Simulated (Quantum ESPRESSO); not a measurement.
Input and output of a self-consistent single point for Al2Au (Fm-3m, 3 atoms in the cell) (Quantum ESPRESSO).

Computed with PBE, spin-orbit coupling, PseudoDojo fully relativistic norm-conserving (PBE) pseudopotentials (plane waves; Quantum ESPRESSO).

```
Al2Au
1.0
    0.00000     3.02966     3.02966
    3.02966     0.00000     3.02966
    3.02966     3.02966     0.00000
Al Au
2 1
Direct
  0.25000   0.25000   0.25000
  0.75000   0.75000   0.75000
  0.00000   0.00000   0.00000
```

Reference input (self-consistent single point, DFT, PBE, plane waves, PseudoDojo standard norm-conserving (PBE) pseudopotentials): ecutwfc = 80 Ry; occupations = smearing; smearing = fermi-dirac; degauss = 0.0073499 Ry; potentials = {Al: Al.upf, Au: Au.upf}; K_POINTS = automatic 6 6 6 0 0 0; conv_thr = 1e-10 Ry; mixing_beta = 0.7. This run's input differs from it in these lines:

```diff
@@ -15,2 +15,4 @@
    degauss = 0.0073499
+   noncolin = .true.
+   lspinorb = .true.
 /
```

Its files differ too (potentials: PseudoDojo fully relativistic norm-conserving (PBE)).

Log, with long lists cut:

```
     Self-consistent Calculation

     iteration #  1     ecut=    80.00 Ry     beta= 0.70

     total energy              =    -304.59468258 Ry
     estimated scf accuracy    <       0.36267698 Ry

     iteration #  2     ecut=    80.00 Ry     beta= 0.70

     total energy              =    -304.68588925 Ry
     estimated scf accuracy    <       0.55978037 Ry

     iteration #  3     ecut=    80.00 Ry     beta= 0.70

     total energy              =    -304.78400179 Ry
     estimated scf accuracy    <       0.00254364 Ry

   [... 6 blocks of this kind left out ...]

     iteration # 10     ecut=    80.00 Ry     beta= 0.70

     total energy              =    -304.78494262 Ry
     estimated scf accuracy    <          8.4E-10 Ry

     iteration # 11     ecut=    80.00 Ry     beta= 0.70
     End of self-consistent calculation

     the Fermi energy is    10.8449 ev

!    total energy              =    -304.78494262 Ry
     estimated scf accuracy    <          4.4E-11 Ry
     smearing contrib. (-TS)   =      -0.00211446 Ry
     internal energy E=F+TS    =    -304.78282815 Ry

     convergence has been achieved in  11 iterations

     Forces acting on atoms (cartesian axes, Ry/au):

     atom    1 type  1   force =    -0.00000000    0.00000000   -0.00000000
   [... zero for the other atoms too ...]

     Total force =     0.000000     Total SCF correction =     0.000000

          total   stress  (Ry/bohr**3)                   (kbar)     P=       -6.69
  -0.00004545   0.00000000   0.00000000           -6.69        0.00        0.00
   0.00000000  -0.00004545   0.00000000            0.00       -6.69        0.00
   0.00000000  -0.00000000  -0.00004545            0.00       -0.00       -6.69

   JOB DONE.
```

The run converged in 11 iterations. Against the reference run the pressure goes from 0.04 to -0.67 GPa.

The starting cell comes from a database of computed structures (which also holds hypothetical and non-ambient phases and stackings), without a prior relaxation at this level. Its lattice was rescaled by a random factor within 2.5 % of one.

Cost on one core of a shared machine: roughly 3 min.
